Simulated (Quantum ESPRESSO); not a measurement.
**Relaxation of the atoms of a sheet of Ta₂N (3 atoms in the cell) at several settings**

```
CELL_PARAMETERS angstrom
      2.92924     0.00000     0.00000
     -1.46462     2.53680     0.00000
      0.00000     0.00000    16.35107
ATOMIC_POSITIONS crystal
  N  0.00000 0.00000 0.50000
  Ta 0.33333 0.66667 0.57189
  Ta 0.66667 0.33333 0.42811
```

Base: LDA (PZ), GBRV 1.5 ultrasoft (LDA) pseudopotentials (Quantum ESPRESSO 7.5). Its settings: ecutwfc = 40 Ry; ecutrho = 320 Ry; occupations = smearing; smearing = fd; degauss = 0.0073499 Ry; potentials = {N: n_lda_v1.2.uspp.F.UPF, Ta: ta_lda_v1.uspp.F.UPF}; K_POINTS = automatic 10 10 1 0 0 0; conv_thr = 1e-11 Ry; mixing_beta = 0.3.

Each line gives the change from the base single point and the result:

- atoms moved at random; calculation: scf → relax; tprnfor: true → default; tstress: true → default; forc_conv_thr: default → 0.00019 Ry/bohr: largest force (vector length) 0.004 eV/Å; relaxation steps 7; free energy against the base single point -39.6 meV/atom.
- atoms moved at random; calculation: scf → relax; tprnfor: true → default; tstress: true → default; forc_conv_thr: default → 0.0039 Ry/bohr: largest force (vector length) 0.008 eV/Å; relaxation steps 5; free energy against the base single point -39.6 meV/atom.
- atoms moved at random; calculation: scf → relax; tprnfor: true → default; tstress: true → default; forc_conv_thr: default → 0.0012 Ry/bohr: largest force (vector length) 0.008 eV/Å; relaxation steps 5; free energy against the base single point -39.6 meV/atom.

The starting cell was generated: these elements placed on a structure prototype, without a prior relaxation; it need not be a known phase or ordering of this composition. Its lattice was rescaled in the plane by a random factor within 2.5 % of one. Spin polarisation is off; with an odd number of electrons in the cell that forces a metal, and a magnetic state may lie lower. In the base run, forces exceed 1 eV/Å.
